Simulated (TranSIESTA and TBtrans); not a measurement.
**Ag chain with one W atom in place of Ag**

System: Ag chain with one W atom in place of Ag. Leads: straight Ag chain, spacing 2.65 Å. Geometry: 3 atoms about the centre moved by SIESTA (PBE, DZP) to a largest force of 0.01 eV/Å, all others as built, motion along the axis alone.

Method: TranSIESTA and TBtrans, PBE, DZP numerical orbitals (energy shift 0.15 eV), PseudoDojo norm-conserving scalar-relativistic potentials, mesh cutoff 200 Ry, 300 K, spin-polarised (collinear), no spin-orbit coupling; self-consistent non-equilibrium Green functions.

- Conductance at 300 K (G0 = 2e²/h): 1.00
- Mean T from −0.5 to 0.5 eV: 0.93

Energies count from the leads' Fermi level. Transmissions are for each spin. The energy step is 0.01 eV; narrower resonances are cut or missed.

```tsv
E (eV)	T up	T down	lead channels up	down
-2.00	0.090	0.13	band edge	band edge
-1.80	0.061	0.071	3	3
-1.60	0.016	0.058	3	3
-1.40	0	0	0	0
-1.20	0	0	0	0
-1.00	1.00	0.87	1	1
-0.80	0.94	0.98	1	1
-0.60	0.90	0.99	1	1
-0.40	0.75	1.00	1	1
-0.20	0.76	1.00	1	1
0.00	1.00	1.00	1	1
0.20	1.00	1.00	1	1
0.40	1.00	1.00	1	1
0.60	1.00	1.00	1	1
0.80	1.00	1.00	1	1
1.00	1.00	1.00	1	1
1.20	1.00	1.00	1	1
1.40	0.99	1.00	1	1
1.60	0.99	1.00	1	1
1.80	0.98	1.00	1	1
2.00	0.97	0.99	1	1
```

Moments were seeded on the central atoms alone, and one start was tried. The straight chain is held at its spacing; free chains may zigzag or dimerise. Spin-orbit coupling, left out here, matters for the heavy atoms.
